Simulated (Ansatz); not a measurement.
Ta2O5 (Pbam, No. 55, 14 atoms in the cell; start mp-1104837) was calculated with PBEsol (Ansatz, a program for electronic structure, plane waves, PAW).

Run with plane-wave cutoff 520 eV, 6×10×6 k mesh (along the axes of the cell as run), Fermi–Dirac smearing 0.01 eV, scalar-relativistic PAW data made under PBE.

Cell (relaxed at this level):

```cif
data_O10Ta4
_chemical_formula_sum 'Ta4 O10'
_space_group_name_H-M_alt 'Pbam'
_space_group_IT_number 55
_space_group_name_Hall '-P 2 2ab'
_cell_length_a 6.19566
_cell_length_b 7.32563
_cell_length_c 3.78653
_cell_angle_alpha 90.000
_cell_angle_beta 90.000
_cell_angle_gamma 90.000
loop_
_space_group_symop_operation_xyz
  'x, y, z'
  '-x, -y, -z'
  '-x, -y, z'
  'x, y, -z'
  'x+1/2, -y+1/2, -z'
  '-x+1/2, y+1/2, z'
  '-x+1/2, y+1/2, -z'
  'x+1/2, -y+1/2, z'
loop_
_atom_site_label
_atom_site_type_symbol
_atom_site_symmetry_multiplicity
_atom_site_Wyckoff_symbol
_atom_site_fract_x
_atom_site_fract_y
_atom_site_fract_z
_atom_site_occupancy
Ta1 Ta 4 g 0.22404 0.38031 0.00000 1
O1 O 4 h 0.19823 0.34173 0.50000 1
O2 O 2 a 0.00000 0.00000 0.00000 1
O3 O 4 g 0.38949 0.13966 0.00000 1
```

Question: Predict the band gap and direct gap at Γ.

Answer: 
- band gap = 2.17 eV (on the SCF k mesh)
- direct gap at Γ = 3.29 eV

Note: the relaxation could not lower the start's symmetry, so the cell can be a saddle point above a distorted one.

Spin–orbit coupling is not included.

Computed values are for the static lattice.

The result took roughly 60 core-minutes.

A start named mp-… is a Materials Project structure, which need not be a measured phase.
